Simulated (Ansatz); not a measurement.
A computed series for NbP: response to strain

Consider NbP (space group I4_1md, No. 109; a = 3.320 Å, c = 11.288 Å). Axes: x, y, z lie along a, b, c of the conventional cell.

Strains are applied to the cell and any free atomic positions relax; under biaxial strain the out-of-plane vector relaxes too; under stress the whole cell relaxes.

Computed with PBEsol/PAW in Ansatz (a quantum-chemistry and plane-wave program), spin-orbit coupling left out.

Notes on the quantities. energy relative to the base: free energy F; pressure: mean of the normal stresses, compression positive.

| change | energy relative to the base | pressure | shortest interatomic distance | space group |
|---|---|---|---|---|
| base | 0 meV/atom | 0.0 GPa | 2.518 Å | I4_1md (No. 109) |
| biaxial strain −2.50 %, plane normal [001], relaxed out of plane | +24 meV/atom | 6.7 GPa | 2.491 Å | I4_1md (No. 109) |
| biaxial strain +2.20 %, plane normal [001], relaxed out of plane | +18 meV/atom | -5.5 GPa | 2.531 Å | I4_1md (No. 109) |
| isotropic strain +5.30 % | +0.212 eV/atom | -22.7 GPa | 2.646 Å | I4_1md (No. 109) |
| uniaxial stress, 8 GPa tension along x | +13 meV/atom | – | 2.513 Å | Imm2 (No. 44) |
| tensor shear ε_yz = −2.96 % | +20 meV/atom | 0.3 GPa | 2.474 Å | Cm (No. 8) |

Beyond what the load breaks, stability against distortions was not tested. The final runs are not spin-polarised.
